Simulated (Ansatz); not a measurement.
Consider a periodic stack without vacuum, monoclinic HfO2 (1 0 0) on litharge SnO (1 1 0) (film strained to the substrate, started from cuts of the bulks and a machine-learned relaxation; slabs O8Sn10 and O20Hf8, which can lie off the formulas): substrate slab O8Sn10, film O20Hf8, surface cells [[0, 1], [-1, 0]] and [[0, 1], [-1, 0]], film strained by -2.9 and +2.2 %, outermost planes Sn/Sn and O/O as cut, which need not be the usual terminations and can put a slab off its formula. Its start:

```yaml
crystal:
  lattice:
    - [5.47021, 0.00000, 0.01591]
    - [0.00000, 5.06268, -0.04327]
    - [-1.29496, 1.88870, 24.89071]
  atoms:
    - { symbol: O, position: [0.68132, 0.05193, 0.11500] }
    - { symbol: O, position: [0.17661, 0.77364, 0.11041] }
    - { symbol: Sn, position: [0.36245, 0.61216, 0.00687] }
    - { symbol: Sn, position: [0.86504, 0.15687, 0.00653] }
    - { symbol: O, position: [0.90767, 0.78117, 0.21770] }
    - { symbol: O, position: [0.40341, 0.99643, 0.21539] }
    - { symbol: Sn, position: [0.82988, 0.68294, 0.13635] }
    - { symbol: Sn, position: [0.32459, 0.12648, 0.13308] }
    - { symbol: O, position: [0.57871, 0.84220, 0.31782] }
    - { symbol: O, position: [0.09168, 0.87472, 0.32088] }
    - { symbol: Sn, position: [0.25527, 0.66601, 0.25845] }
    - { symbol: Sn, position: [0.74515, 0.09654, 0.25398] }
    - { symbol: O, position: [0.22893, 0.75851, 0.43569] }
    - { symbol: O, position: [0.75812, 0.91460, 0.41826] }
    - { symbol: Sn, position: [0.86366, 0.62685, 0.36705] }
    - { symbol: Sn, position: [0.38239, 0.04257, 0.37779] }
    - { symbol: Sn, position: [0.45757, 0.42928, 0.49152] }
    - { symbol: Sn, position: [0.97568, 0.86427, 0.48914] }
    - { symbol: O, position: [0.20397, 0.63330, 0.55027] }
    - { symbol: O, position: [0.64651, 0.85736, 0.52362] }
    - { symbol: O, position: [0.11937, 0.18474, 0.52035] }
    - { symbol: O, position: [0.68839, 0.39224, 0.56626] }
    - { symbol: Hf, position: [0.05193, 0.30727, 0.59619] }
    - { symbol: Hf, position: [0.60240, 0.20329, 0.68900] }
    - { symbol: Hf, position: [0.10237, 0.77709, 0.68956] }
    - { symbol: Hf, position: [0.56810, 0.73009, 0.59974] }
    - { symbol: O, position: [0.13695, 0.52724, 0.75801] }
    - { symbol: O, position: [0.42457, 0.91003, 0.73032] }
    - { symbol: O, position: [0.92191, 0.03818, 0.73138] }
    - { symbol: O, position: [0.63520, 0.40313, 0.75747] }
    - { symbol: O, position: [0.30562, 0.00728, 0.62963] }
    - { symbol: O, position: [0.34121, 0.48869, 0.65089] }
    - { symbol: O, position: [0.84995, 0.51041, 0.65468] }
    - { symbol: O, position: [0.81698, 0.99641, 0.63340] }
    - { symbol: Hf, position: [0.95908, 0.23728, 0.80066] }
    - { symbol: Hf, position: [0.50640, 0.13760, 0.89429] }
    - { symbol: Hf, position: [0.00607, 0.70370, 0.89399] }
    - { symbol: Hf, position: [0.45900, 0.66484, 0.80065] }
    - { symbol: O, position: [0.04915, 0.46324, 0.96448] }
    - { symbol: O, position: [0.32123, 0.85592, 0.93518] }
    - { symbol: O, position: [0.82169, 0.95885, 0.93503] }
    - { symbol: O, position: [0.54922, 0.33317, 0.96470] }
    - { symbol: O, position: [0.19720, 0.94008, 0.83534] }
    - { symbol: O, position: [0.26327, 0.42795, 0.85794] }
    - { symbol: O, position: [0.76233, 0.43742, 0.85758] }
    - { symbol: O, position: [0.69657, 0.93940, 0.83548] }
```

The start was prepared with a machine-learned potential, and the result is one local minimum, with the in-plane cell held and forces under 0.04 eV/Å; the film can end far from its bulk form.

Method: PBE (plane waves to 420 eV, PAW; Ansatz, a program for electronic structure). Scalar-relativistic, without spin–orbit coupling; the runs are not spin-polarised. Its k-point mesh 4×5×1, Fermi–Dirac width 0.05 eV.

Question: Predict the relaxed interface.

Answer: 
| Quantity | Value |
|---|---|
| interface area | 27.7 Å² |
| period | 25.24 Å |
| heights between the nearest atoms of the two slabs at the two interfaces | 0.72 and 0.97 Å |
| O–Sn contacts across the interfaces within 1.22 times the sum of covalent radii | 12, mean 2.12 Å |
| Hf–Sn contacts across the interfaces within 1.22 times the sum of covalent radii | 8, mean 3.59 Å |
